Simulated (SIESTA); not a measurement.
Worked example: self-consistent single point of Y (P1, 4 atoms in the cell) in SIESTA.

Method: GGA PBE with spin-orbit coupling, numerical atomic orbitals DZP, PseudoDojo PBE fully relativistic norm-conserving potentials (rewritten from UPF to PSML) (SIESTA).

```
Y
1.0
    3.62122     0.00000     0.00000
   -1.81061     3.13607     0.00000
    0.00000     0.00000    11.65131
Y
4
Direct
  0.00247   0.98578   0.00691
  0.01651   0.01023   0.50118
  0.32926   0.65056   0.23634
  0.65177   0.35342   0.75557
```

Reference input (self-consistent single point, DFT, GGA PBE, numerical atomic orbitals DZP, PseudoDojo PBE standard norm-conserving potentials (rewritten from UPF to PSML)): XC.functional = GGA; XC.authors = PBE; potentials = PseudoDojo PBE standard; PAO.BasisSize = DZP; PAO.EnergyShift = 0.005 Ry; MeshCutoff = 350 Ry; kgrid.MonkhorstPack = 6 6 2; OccupationFunction = FD; ElectronicTemperature = 100 meV; MaxSCFIterations = 150; SCF.Mixer.Method = Broyden; SCF.Mixer.Weight = 0.1. This run's input differs from it in these lines:

```diff
@@ -1,2 +1,2 @@
-# files in the folder: Y.psml (PseudoDojo PBE standard)
+# files in the folder: Y.psml (PseudoDojo PBE fully relativistic)
 SystemName  Y
@@ -35,2 +35,9 @@
 ElectronicTemperature        100.0 meV
+Spin                         spin-orbit
+%block DM.InitSpin
+  1 0.00 0.00 0.00
+  2 0.00 0.00 0.00
+  3 0.00 0.00 0.00
+  4 0.00 0.00 0.00
+%endblock DM.InitSpin
```

Output, abridged:

```
        iscf     Eharris(eV)        E_KS(eV)     FreeEng(eV)     dDmax    Ef(eV) dHmax(eV)
   scf:    1    -4415.180477    -4436.991456    -4437.200389  0.837799 -4.881860  7.032097
     spin moment: {S} , |S| = {    0.00000    0.00000    0.00000 }     0.00000
   scf:    2    -4416.130630    -4432.906852    -4433.119358  0.087455 -4.919660 11.250568
     spin moment: {S} , |S| = {    0.00000    0.00000   -0.00000 }     0.00000
   scf:    3    -4438.678926    -4438.639223    -4438.847702  0.057927 -4.923161  1.938590
     spin moment: {S} , |S| = {    0.00000    0.00000    0.00000 }     0.00000
   [... lines left out ...]
     spin moment: {S} , |S| = {    0.00000   -0.00000   -0.00000 }     0.00000
   scf:   11    -4438.867034    -4438.867030    -4439.077836  0.000043 -5.106445  0.001658
     spin moment: {S} , |S| = {   -0.00000    0.00000    0.00000 }     0.00000
   scf:   12    -4438.867026    -4438.867023    -4439.077837  0.000038 -5.106535  0.001149
     spin moment: {S} , |S| = {   -0.00000    0.00000   -0.00000 }     0.00000
   scf:   13    -4438.867019    -4438.867016    -4439.077838  0.000038 -5.106631  0.000672
     spin moment: {S} , |S| = {    0.00000   -0.00000    0.00000 }     0.00000
SCF Convergence by DM+H criterion
max |DM_out - DM_in|         :     0.0000376874
max |H_out - H_in|      (eV) :     0.0006724735
SCF cycle converged after 13 iterations

Using DM_out to compute the final energy and forces

siesta: E_KS(eV) =            -4438.8670

siesta: E_KS - E_eggbox =     -4438.8670

siesta: Atomic forces (eV/Ang):
     1   -0.065249    0.042486   -0.533916
     2   -0.079881   -0.018282   -0.106369
     3    0.022154    0.039957    0.773249
     4    0.123210   -0.064695   -0.132467
   Tot    0.000234   -0.000533    0.000496
   Max    0.773249
   Res    0.280784    sqrt( Sum f_i^2 / 3N )
   Max    0.773249    constrained

Stress tensor Voigt[x,y,z,yz,xz,xy] (kbar):        8.24        5.23        3.07       -0.10       -0.76       -1.47
(Free)E + p*V (eV/cell)    -4439.5332
   [... lines left out ...]
siesta: FreeEng =     -4439.077838
   [... lines left out ...]
siesta:     0.005140   -0.000916   -0.000476
siesta:    -0.000916    0.003266   -0.000065
siesta:    -0.000476   -0.000065    0.001919

siesta: Cell volume =        132.316946 Ang**3

siesta: Pressure (static):
siesta:                Solid            Molecule  Units
siesta:          -0.00003748         -0.00005151  Ry/Bohr**3
siesta:          -0.00344165         -0.00472950  eV/Ang**3
siesta:          -5.51412859         -7.57749706  kBar
```

The run converged in 13 iterations. Against the reference run the pressure moves little (-0.50 to -0.55 GPa) and the largest force hardly changes (0.776 to 0.775 eV/Å).

The starting cell was generated: these elements placed on a structure prototype, without a prior relaxation; it need not be a known phase or ordering of this composition. Its atoms were displaced at random from the sites of space group no. 194. Values carry the incompleteness of an atom-centred basis.

Cost on one core of a shared machine: roughly 2 min.
